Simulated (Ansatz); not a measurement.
Functionals compared on CO on the 1x1 (110) surface of bcc W, one in a 2x2 cell, started at the site 'bridge W-W (span 3.2 Å)', in Ansatz (plane waves, PAW). The structure was relaxed with PBE; the other rows are single points on it, each with its references at the same level. Cutoff 420 eV (500 eV for r2SCAN).

Model: 18-atom slab, 6.6 Å thick at the start under the adsorbate (thin: gaps and levels are the slab's own), 6x6x1 mesh, Fermi-Dirac 0.1 eV, dipole correction, 8 atoms held, the rest relaxed; symmetry of the start imposed; no spin, no spin-orbit, no U, no dispersion correction. At the end it is bonded to 4 W. In PBE it is, or lies within 0.03 eV of, the lowest of the starts that converged. These notes are the PBE run's. Adsorption energies are against CO(g). A negative adsorption energy means that the adsorbate is more stable on the surface than in its reference.

```tsv
functional	adsorption energy (eV)	work function of the top face (eV)	change of the work function (eV)	rough cost of the single point
PBE	-1.64	5.97	1.15	–
RPBE	-1.29	5.84	1.16	roughly 80 core-seconds
r2SCAN	…	…	…	very roughly 3 core-minutes
```

Q: Complete the blanks.

A: 
- r2SCAN, adsorption energy (eV): -1.73
- r2SCAN, work function of the top face (eV): 6.10
- r2SCAN, change of the work function (eV): 1.21

Ansatz is a program for electronic structure.
